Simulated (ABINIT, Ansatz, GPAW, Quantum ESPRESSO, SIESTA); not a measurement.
## One structure in several programs: Zr (P6_3/mmc, 2 atoms in the cell)

Self-consistent single point.

```xyz
2
Lattice="3.2091 0.0000 0.0000 -1.6046 2.7792 0.0000 0.0000 0.0000 5.1241" Properties=species:S:1:pos:R:3 pbc="T T T"
Zr     0.0000     1.8528     1.2810
Zr     1.6046     0.9264     3.8431
```

Shared settings, as Ansatz (a quantum-chemistry and plane-wave program) writes them: kpoints.mp_grid.grid = 16 16 9; scf.occupations.method = gaussian; scf.occupations.width = 0.136 eV. Potentials and cutoffs stand in the table.

```
code                                                                                                                                      model  pressure (GPa)       cutoff
----------------  -----------------------------------------------------------------------------------------------------------------------------  --------------  -----------
Quantum ESPRESSO                                                                           PBEsol, SSSP 1.1.2 efficiency (PBE) pseudopotentials           -1.53        40 Ry
SIESTA            GGA PBEsol, numerical atomic orbitals DZP, PseudoDojo PBEsol standard norm-conserving potentials (rewritten from UPF to PSML)           -3.41  grid 300 Ry
Ansatz                                                                                                          PBEsol, PAW files made with PBE           -1.56       420 eV
ABINIT                                                           PBEsol, norm-conserving pseudopotentials (PseudoDojo nc-sr-04 PBEsol standard)           -1.51        33 Ha
GPAW                                                                                      PBEsol, GPAW PAW datasets PBEsol (made by gpaw-setup)           -1.89       600 eV
```

The spread over the programs that give each value: pressure within 1.90 GPa.

SIESTA uses small atom-centred bases, whose incompleteness enters pressures, forces and empty levels differently from a plane-wave cutoff. Ansatz's pressure is given at a fixed set of plane waves, as the other plane-wave codes print theirs. In the pressure, SIESTA (by 1.87) lies more than 1 GPa from the median of the plane-wave programs.

The starting cell comes from a database of computed structures (which also holds hypothetical and non-ambient phases and stackings), without a prior relaxation at this level. Its lattice was rescaled by a random factor within 2.5 % of one.

Left out of this page: Elk and FLEUR (not drawn, or without a comparable value).

Keys are those of Ansatz 0.2.
